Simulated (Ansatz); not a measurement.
# Habitual settings against a tight run: a (101) slab of HfTiB4 (cut from a parent of space group no. 191; 24 atoms in the cell)

Self-consistent single point.

```xyz
24
Lattice="3.1299 0.0000 0.0000 -1.5649 7.3261 0.0000 0.0000 0.0000 25.6868" Properties=species:S:1:pos:R:3 pbc="T T T"
Hf     2.7764     0.6162     9.2405
Hf    -0.3535     6.9394    11.7214
Hf     1.2114     5.9365    14.2024
Hf    -0.3535     4.9337    16.6834
Ti     1.2114     4.7806     8.0000
Ti    -0.3535     3.7778    10.4810
Ti     1.2114     2.7749    12.9619
Ti    -0.3535     1.7721    15.4429
B     -0.3535     5.9497     9.4168
B      1.2114     2.6087     9.0641
B      1.2114     5.6154    10.2438
B     -0.3535     2.9430     8.2371
B      1.2114     4.9468    11.8978
B      2.7764     1.6059    11.5451
B     -0.3535     4.6126    12.7248
B      1.2114     1.9401    10.7181
B     -0.3535     3.9440    14.3788
B      1.2114     0.6030    14.0261
B      1.2114     3.6097    15.2058
B      2.7764     0.9373    13.1991
B      1.2114     2.9411    16.8598
B      1.2114     6.9262    16.5071
B     -0.3535     2.6068    17.6868
B     -0.3535     7.2605    15.6801
```

Method of the run: PBEsol, PAW files made with PBE (plane waves; Ansatz, a quantum-chemistry and plane-wave program).

Base settings: basis.ecutwfc = 420 eV; kpoints.mp_grid.grid = 7 7 1; hamiltonian.xc = pbesol; hamiltonian.pseudopotentials = {kind: paw} (the program's default PAW files); scf.occupations.method = fermi_dirac; scf.occupations.width = 0.1 eV.

Tight run (finer mesh or higher cutoff; not a proven limit): basis.ecutwfc: 420 eV → 590 eV; kpoints.mp_grid.grid: 7 7 1 → 10 10 1; scf.convergence.dr2_threshold: default (1e-07 eV) → 1e-09 eV. It gave Fermi level (on the code's own zero) 3.85 eV; pressure averaged over the cell with its vacuum -6.15 GPa; largest force (vector length) 3.610 eV/Å.

Quick runs, as changes from the base:
- A: the base itself
- B: basis.ecutwfc: 420 eV → 250 eV; kpoints.mp_grid.grid: 7 7 1 → 6 6 1; hamiltonian.xc: pbesol → lda; scf.convergence.dr2_threshold: default (1e-07 eV) → 0.001 eV [LDA (PW92)]
- C: basis.ecutwfc: 420 eV → 250 eV; kpoints.mp_grid.grid: 7 7 1 → 3 3 1; scf.occupations.method: fermi_dirac → cold; scf.occupations.width: 0.1 eV → 0.2 eV
- D: basis.ecutwfc: 420 eV → 210 eV; kpoints.mp_grid.grid: 7 7 1 → 4 4 1; scf.occupations.method: fermi_dirac → gaussian; scf.occupations.width: 0.1 eV → 0.272 eV; scf.convergence.dr2_threshold: default (1e-07 eV) → 0.0001 eV
- E: kpoints.mp_grid.grid: 7 7 1 → 4 4 1; hamiltonian.xc: pbesol → lda [LDA (PW92)]
- F: basis.ecutwfc: 420 eV → 210 eV; kpoints.mp_grid.grid: 7 7 1 → 8 8 1; scf.occupations.method: fermi_dirac → gaussian; scf.occupations.width: 0.1 eV → 0.272 eV

Energies are extrapolated to zero smearing width, which holds to low order in the width alone.

Dashes: energy of B, E, another energy zero; time of C, D, under 30 s.

† marks runs with another functional, U, potentials or spin treatment: their distance from the tight run is not a convergence error alone.

The count of work is k-points × plane waves × bands × iterations; it is no time. Core times come from one kind of shared machine and are given to one figure; runs under 30 s give none.

The starting cell comes from a database of computed structures (which also holds hypothetical and non-ambient phases and stackings), without a prior relaxation at this level. The slab is cut from that crystal, and its faces are unrelaxed. Its lattice was rescaled in the plane by a random factor within 2.5 % of one. Spin polarisation is off. The two faces of this cut differ, and no dipole correction was used. In the base run, forces exceed 1 eV/Å.

```tsv
run	energy less tight (meV/atom)	largest miss in a force vector (eV/Å)	count of work / tight	core time / tight (rough)
A	1.0	0.037	0.24	0.2
B†	–	0.238	0.057	0.08
C	306.0	0.306	0.029	–
D	1181.1	0.384	0.027	–
E†	–	0.274	0.11	0.09
F	1178.3	0.390	0.10	0.09
```

Among the runs at the tight run's level, the energy misses run from 1.0 to 1181.1 meV/atom.

Keys are those of Ansatz 0.2.
